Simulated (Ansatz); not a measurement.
The starting structures come from a database of crystals and need not be the phases stable at ambient conditions.

 Where the default PAW files enter, the runs use the earlier of Ansatz's two default sets.

Input:

```yaml
crystal:
  lattice:
    - [4.00390, 0.00000, 0.00000]
    - [0.00000, 5.62318, 0.00000]
    - [0.00000, 0.00000, 4.00390]
  atoms:
    - { symbol: Zn, position: [0.00000, 0.00000, 0.00000] }
    - { symbol: Sn, position: [0.50000, 0.50000, 0.50000] }
    - { symbol: P, position: [0.50000, 0.77294, 0.00000] }
    - { symbol: P, position: [0.00000, 0.22706, 0.50000] }
```

Space group of this cell: P-4m2. The cell is taken as given.

Method: r2SCAN (plane waves, PAW; Ansatz, a first-principles code).

The current runs along the normal of the first two printed vectors; no spin-orbit coupling. Scaled by the factor s: both lengths across the current (ions clamped). Meshes 8×6×8 and 8×6 across the current in all rows.

| s | mean pressure (GPa) | slowest mid-gap decay constant κ (1/Å) |
|---|---|---|
| 0.98 | 3.6 | ? |
| 1.00 | 0.2 | 0.070 |
| 1.02 | -2.6 | 0.056 |

**Question.** Take the slope of the slowest mid-gap decay constant κ against ln s from the two given rows, extrapolate to s = 0.98, and say what the run there gives.

**Answer.** Slope = (0.056 − 0.070) / ln 1.02 = -0.707 1/Å. The line gives 0.070 + (-0.707) × ln 0.98 = 0.084 1/Å. The run gives 0.079 1/Å, 0.005 1/Å under the line, 37 % of the predicted step.
